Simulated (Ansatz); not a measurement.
ReB2 (model structure, started from the AlB2 type, P6/mmm, No. 191, 3 atoms in the cell) was calculated with LDA (PAW; Ansatz, an electronic-structure program).

Run with plane-wave cutoff 520 eV, 24×24×16 k mesh (along the axes of the cell as run), Fermi–Dirac smearing 0.05 eV, no spin polarisation, scalar-relativistic PAW data made under PBE.

Cell (relaxed at this level):

```
ReB2
1.0
    2.91178     0.00000     0.00000
   -1.45589     2.52168     0.00000
    0.00000     0.00000     3.43654
Re B
1 2
Direct
  0.00000   0.00000   0.00000
  0.33333   0.66667   0.50000
  0.66667   0.33333   0.50000
```

Question: Estimate the bulk modulus that the calculation returns.

Answer: 
bulk modulus: 354 GPa

Note: the run has no spin polarisation, so it can have missed a magnetic state; the bulk modulus is −V dP/dV from two relaxed cells at ±2 % in volume; the relaxation could raise the start's symmetry but not lower it, so the cell can be a saddle point.

Spin–orbit coupling is not included; it can open a gap where bands touch, and shift volumes and moduli.

Static lattice: no zero-point or thermal effects.

It cost roughly 4 core-minutes of CPU time.

A model structure was made by putting elements into a prototype or built by hand; it is no filed structure, need not be a known phase, and can be a saddle point held by its symmetry.
